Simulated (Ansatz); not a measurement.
Structures of equal composition on the (111) surface of fcc Pt: a layer of Mn in place of the second plane; a layer of Mn in place of the third plane. The slabs share one bottom face, and each structure is named by its start. These are constructed structures in small cells; real faces may alloy, dewet or reconstruct in larger ones, and not all known structures of the face are among them. Slabs of about 11 Å with all that they carry, Fermi-Dirac smearing of 0.1 eV. Bottom of the slabs: a bare face, its two planes held. Relaxed from the named starts with such symmetry as they have, on meshes of like density; energies extrapolated to zero smearing; no spin-orbit coupling, no U. Spin-polarised runs, if any, are marked in brackets, and their order is one that fits the cell; the others ran without spin.

Computed with PBE (plane waves to 420 eV, PAW; Ansatz, an electronic-structure program).

Put the candidates in order of energy per 1x1 cell, lowest first, for PBE.

a layer of Mn in place of the second plane (0.000 eV [spin, 4.2 μB a cell]), a layer of Mn in place of the third plane (0.152 eV [spin, 3.7 μB a cell])
